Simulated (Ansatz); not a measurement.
# What uniaxial strain ε_zz = +1.50 % does to WC

Base system: WC (space group P-6m2, No. 187; a = 2.922 Å, c = 2.846 Å; relaxed with 0.1 eV smearing). Axes: x lies along a and z along c of the hexagonal cell.

Perturbation: the cell is stretched by 1.50 % along z with no lateral relaxation; the atoms relax in the strained cell.

Level of theory: Ansatz (an electronic-structure program) PBE, without spin-orbit coupling. k-mesh 23×23×20 (Γ-centred); smearing 0.1 eV (Fermi–Dirac).

* **Space group**: P-6m2 (No. 187) (base P-6m2 (No. 187))
* **Energy relative to the base (free energy F)**: +6.7 meV/atom
* **Pressure (mean of the normal stresses, compression positive)**: -6.1 GPa (base 0.0 GPa)
* **Band gap**: zero (base zero)
* **Stress (xx, yy, zz, yz, xz, xy; compression positive)**: (-2.4, -2.4, -13.5, 0.0, 0.0, 0.0) GPa

Final structure:

```yaml
crystal:
  lattice:
    - [2.92246, 0.00000, 0.00000]
    - [-1.46123, 2.53092, 0.00000]
    - [0.00000, 0.00000, 2.88888]
  atoms:
    - { symbol: W, position: [0.00000, 0.00000, 0.00000] }
    - { symbol: C, position: [0.33333, 0.66667, 0.50000] }
```

Stability against distortions was not tested. The final runs are not spin-polarised.
